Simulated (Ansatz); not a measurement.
## Response to strain in PbSe

Start from PbSe in the rock salt structure (space group Fm-3m, No. 225; a = 6.218 Å).

Strains are applied to the cell and any free atomic positions relax.

Computed with PBE, PAW, 420 eV (Ansatz, a first-principles code; spin-orbit coupling left out).

```csv
isotropic strain (%),pressure (GPa)
-3,5.2
-2,3.2
-1.5,2.3
-1,1.5
0,0.0
1,-1.3
1.5,?
2,-2.4
3,-3.4
```

**Question.** Fit P = P₀ − Bδ + Cδ² with δ = (1 + ε)³ − 1 to the rows shown and predict the withheld row.

**Answer.** Least squares on the printed values gives P₀ = 0.0 GPa, B = 47.8 GPa, C = 128 GPa (largest residual 0.1 GPa); this predicts -1.9 GPa, and the run gives -1.9 GPa, in agreement.

Stability against distortions was not tested.
